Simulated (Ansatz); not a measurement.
The cell is built on a prototype and need not be the phase stable at ambient conditions.

By PBEsol, the system below comes out a metal.

A figure of merit of an interconnect metal is its ballistic conductance per area.

Here is the system:

```yaml
crystal:
  lattice:
    - [4.71727, 0.00000, 0.00000]
    - [-2.35863, 4.08527, 0.00000]
    - [2.35863, 1.36176, 1.92582]
  atoms:
    - { symbol: Pb, position: [0.00000, 0.00000, 0.00000] }
    - { symbol: Rh, position: [0.00000, 0.50000, 0.50000] }
```

Space group of this cell: Pm-3m, CsCl type. The cell was relaxed by PBE-D3(BJ); by PBEsol its mean pressure is -1.6 GPa.

The current flows along the normal of the first two printed cell vectors. No spin-orbit coupling; the value is a mean over 0.1 eV about the Fermi level.

Task: State the ballistic conductance per area according to PBEsol (Ansatz, a program for electronic structure).

Result: 1.0 × 10¹⁵ S/m² for both spins.
